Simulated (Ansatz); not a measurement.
The starting structures come from a database of crystals and need not be the phases stable at ambient conditions.

Tunnelling through a barrier is set by its complex band structure: the current falls as exp(−2κd) with the smallest κ.

Input:

```
LaRhO3
1.0
    5.50481     0.00000     0.00000
    0.00000     7.90194     0.00000
    0.00000     0.00000     5.76156
La Rh O
4 4 12
Direct
  0.51636   0.75000   0.56287
  0.48364   0.25000   0.43713
  0.01636   0.25000   0.93713
  0.98364   0.75000   0.06287
  0.50000   0.50000   0.00000
  0.00000   0.50000   0.50000
  0.00000   0.00000   0.50000
  0.50000   0.00000   0.00000
  0.19367   0.45053   0.19954
  0.80633   0.54947   0.80046
  0.69367   0.54947   0.30046
  0.30633   0.45053   0.69954
  0.30633   0.04947   0.69954
  0.69367   0.95053   0.30046
  0.80633   0.95053   0.80046
  0.19367   0.04947   0.19954
  0.59743   0.25000   0.02458
  0.40257   0.75000   0.97542
  0.09743   0.75000   0.47542
  0.90257   0.25000   0.52458
```

Space group of this cell: Pnma. The cell is taken as given; by PBEsol its mean pressure is -4.3 GPa.

Transport runs along the normal of the first two printed cell vectors.

The gap is the functional's own. No spin-orbit coupling. Mid-gap values are interpolated on the energy grid.

Compute, with PBEsol (Ansatz, a first-principles code), the band gap and the smallest decay constant κ at mid-gap.

Gap 0.53 eV on a 6×4×6 mesh; κ = 0.207 1/Å, at the zone centre.
